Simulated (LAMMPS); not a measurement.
MD of Ni (fcc) with 75 % of Ni sites Pt at zero pressure over temperature, 4000 atoms; each row names its start.

Computed with classical MD, pair style eam, the elements' _u3.eam files (universal-3 set of Foiles, Baskes and Daw) (LAMMPS).

| T (K), start | state | volume | enthalpy | first peak of g(r), Ni-Pt | coordination number of Ni by Pt | D(Ni) | D(Pt) |
|---|---|---|---|---|---|---|---|
| 300, crystal | crystal; no diffusion seen in 30 ps | 14.1956 ± 0.0001 Å³/atom | -5.4202 ± 0.0001 eV/atom | 2.64 Å, height 6.3 | 9.0 (counted to 3.26 Å) | - | - |
| 1370, crystal | crystal; no diffusion seen in 30 ps | 14.7221 ± 0.0005 Å³/atom | -5.1175 ± 0.0002 eV/atom | 2.60 Å, height 3.4 | 9.2 (counted to 3.42 Å) | - | - |
| 1860, melt | liquid | 15.406 ± 0.001 Å³/atom | -4.8715 ± 0.0003 eV/atom | 2.50 Å, height 3.0 | 9.7 (counted to 3.58 Å) | (3.64 ± 0.02) × 10^-5 cm²/s | (3.30 ± 0.04) × 10^-5 cm²/s |
| 2260, melt | liquid | 15.745 ± 0.002 Å³/atom | -4.7393 ± 0.0004 eV/atom | 2.48 Å, height 2.7 | 9.4 (counted to 3.58 Å) | (6.0 ± 0.2) × 10^-5 cm²/s | (5.59 ± 0.06) × 10^-5 cm²/s |
| 2750, melt | liquid | 16.191 ± 0.003 Å³/atom | -4.5819 ± 0.0007 eV/atom | 2.46 Å, height 2.5 | 9.3 (counted to 3.62 Å) | (9.8 ± 0.2) × 10^-5 cm²/s | (8.85 ± 0.06) × 10^-5 cm²/s |

Caution (rows 300, crystal; 1370, crystal): the random arrangement on this lattice is imposed, and need not be a phase that exists in equilibrium.

Caution (rows 1370, crystal; 1860, melt; 2260, melt; 2750, melt): a run this short can hold a crystal over, or a liquid under, the potential's own melting point, which these runs don't give.

States go by the mean squared displacement: a species diffuses where it passes 1.5 Å², still rises and gives D over 1e-6 cm²/s; a crystal has left its structure where atoms lie 0.35 Å off their sites on average or a cubic box changes its shape by 3 %, or the axial ratios of another lie 8 % off the starting cell's, which the potential's own relaxation can also do.

Errors of D are the spread over four groups of atoms in one short run; a floor of about 5 %, a picked value, is safer.

The ± values are statistical; the model's systematic error is not in them.
